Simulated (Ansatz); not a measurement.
Consider TaSi2 (space group P6_222, No. 180; a = 4.8039 Å, c = 6.6042 Å). Axes: x lies along a and z along c of the hexagonal cell.

The values are results of PBE (Ansatz, an electronic-structure program), scalar-relativistic without spin-orbit coupling, earlier PAW set, not measurements.

For the base:

| Quantity | Result |
|---|---|
| Pressure | 0.0 GPa |
| Shortest interatomic distance | 2.568 Å |

Modification: the cell is stretched by 2.14 % along z with no lateral relaxation; the atoms relax in the strained cell.

### Question
How does this affect the pressure, energy relative to the base and shortest interatomic distance?

### Answer
The pressure (mean of the normal stresses, compression positive) goes from zero to -4.1 GPa; the energy goes up by 9.0 meV/atom; the shortest interatomic distance rises by 0.043 Å (2.568 Å → 2.611 Å).

Without a gap, meshes like the base's 11×11×7 leave anisotropic stresses uncertain by several tenths of a GPa, and small strain energies with them. Stability against distortions was not tested. All final runs are without spin polarisation. An odd electron count without spin: TaSi2.
